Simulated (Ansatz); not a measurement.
A thermal frame of composition SiNi, cell Si24Ni24, first heated far above this temperature, then brought to it [in the run: it was liquid; mean temperature 1428 K (target 1370 K); density 5.30 g/cm³; mean pressure -0.7 GPa against a target of 0], from MD with PBE at 1370 K. Method: PBE (plane waves, PAW; Ansatz, a first-principles code).

```
Quantity                                           Value
-----------------  -------------------------------------
plane-wave cutoff                                 420 eV
k-points               2x2x2 mesh shifted by half a step
Fermi-Dirac width                               0.118 eV
spin               not polarised; no spin-orbit coupling
```

A check of the k-sampling: on the last frame of the same run a denser mesh moved the PBE forces by 0.021 eV/Å rms, the static pressure by -0.01 GPa and the free energy by -2 meV/atom.

```
CELL_PARAMETERS angstrom
      8.67342     0.00000     0.00000
      0.00000     8.67342     0.00000
      0.00000     0.00000     8.67342
ATOMIC_POSITIONS crystal
  Ni 0.43254 0.62358 0.11640
  Ni 0.84010 0.06321 0.28242
  Ni 0.79397 0.53539 0.82656
  Ni 0.76003 0.83186 0.41002
  Ni 0.14244 0.51259 0.80603
  Ni 0.38055 0.54549 0.40624
  Ni 0.23499 0.29928 0.36123
  Ni 0.12632 0.22471 0.65865
  Ni 0.00829 0.31688 0.16942
  Ni 0.61599 0.49975 0.60622
  Ni 0.72067 0.33878 0.37001
  Ni 0.37587 0.43180 0.93950
  Ni 0.60602 0.02017 0.84586
  Ni 0.13998 0.73439 0.54427
  Ni 0.93741 0.59629 0.06961
  Ni 0.47386 0.80643 0.54133
  Ni 0.89563 0.60923 0.52898
  Ni 0.63958 0.15112 0.57960
  Ni 0.21221 0.72945 0.98971
  Ni 0.88823 0.09970 0.70690
  Ni 0.83027 0.87954 0.90937
  Ni 0.32796 0.07684 0.24743
  Ni 0.33317 0.92567 0.74023
  Ni 0.53394 0.23055 0.05536
  Si 0.27478 0.76632 0.26790
  Si 0.68503 0.29872 0.81451
  Si 0.16144 0.52354 0.18244
  Si 0.38146 0.96616 0.01308
  Si 0.69600 0.42959 0.11588
  Si 0.26651 0.23839 0.05564
  Si 0.08925 0.04140 0.29973
  Si 0.92573 0.85618 0.17605
  Si 0.33790 0.36368 0.68838
  Si 0.00345 0.25772 0.93109
  Si 0.32351 0.08260 0.53755
  Si 0.87353 0.58446 0.29944
  Si 0.35302 0.64524 0.68197
  Si 0.57218 0.97464 0.32270
  Si 0.87528 0.36187 0.59125
  Si 0.79233 0.11001 0.04189
  Si 0.70224 0.75665 0.67701
  Si 0.63539 0.70456 0.98836
  Si 0.03984 0.74222 0.78360
  Si 0.48228 0.27297 0.38063
  Si 0.14506 0.46994 0.53618
  Si 0.60274 0.62397 0.32451
  Si 0.96255 0.92334 0.53264
  Si 0.09384 0.00895 0.80879
```

Task: Give the forces on atoms 2, 3, 5, 9, 16, 17, 19, 21, 26, 29, 33, 34, 39, 44, 45, 48 (eV/Å), the static pressure (no kinetic part).

Result: 
```csv
atom,Fx Fy Fz
Ni2,-1.184 1.475 1.275
Ni3,0.496 0.542 -0.139
Ni5,-0.682 -0.756 0.309
Ni9,-0.696 -0.656 1.265
Ni16,1.225 0.551 -1.462
Ni17,0.195 0.086 3.252
Ni19,0.073 0.258 -0.092
Ni21,0.823 -1.417 0.168
Si26,-1.082 -0.950 -0.043
Si29,0.026 0.479 -0.713
Si33,2.387 -0.754 0.741
Si34,0.216 0.469 -2.031
Si39,-0.426 -1.452 0.257
Si44,0.532 0.022 0.140
Si45,-1.774 0.697 -1.169
Si48,0.992 -0.392 1.047
```
- static pressure (no kinetic part) = -2.89 GPa
